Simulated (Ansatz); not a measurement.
How far PBE and r2SCAN part for SiO2, biaxial strain −1.17 %, plane normal [001], relaxed out of plane

Start from SiO2 (space group P3_121, No. 152; a = 5.020 Å, c = 5.509 Å). Axes: x lies along a and z along c of the hexagonal cell.

(Cell as relaxed with PBE.)

Levels (all Ansatz, a first-principles code, PAW, earlier PAW set): PBE (420 eV, without spin-orbit coupling); r2SCAN (500 eV, scalar-relativistic without spin-orbit coupling).

Each level relaxes its own structure.

| base | PBE | r2SCAN |
|---|---|---|
| volume per atom | 13.36 Å³ | 12.62 Å³ |
| lattice parameter a | 5.020 Å | 4.920 Å |
| band gap | 5.68 eV | 6.60 eV |

Perturbation: biaxial strain −1.17 %, plane normal [001], relaxed out of plane (Cartesian); in-plane vectors clamped, the third vector and the atoms free.

```json
[
 {"quantity": "mean in-plane stress (compression positive)", "PBE": "+1.0 GPa", "r2SCAN": "?"},
 {"quantity": "volume per atom", "PBE": "13.09 Å³", "r2SCAN": "?"},
 {"quantity": "shift of the gap caused by the change", "PBE": "+0.06 eV", "r2SCAN": "?"}
]
```

Problem. Predict the r2SCAN column.

Solution. 
- mean in-plane stress (compression positive), r2SCAN: +1.1 GPa
- volume per atom, r2SCAN: 12.36 Å³
- shift of the gap caused by the change, r2SCAN: +0.08 eV

PBE's in-plane stress lies 0.1 GPa below r2SCAN's; PBE's volume per atom lies 0.73 Å³ above r2SCAN's (5.9 %); PBE's shift of the gap caused by the change lies 0.02 eV below r2SCAN's. Neither level is exact; r2SCAN is the comparison here, not a measurement.

Stability against distortions was not tested.
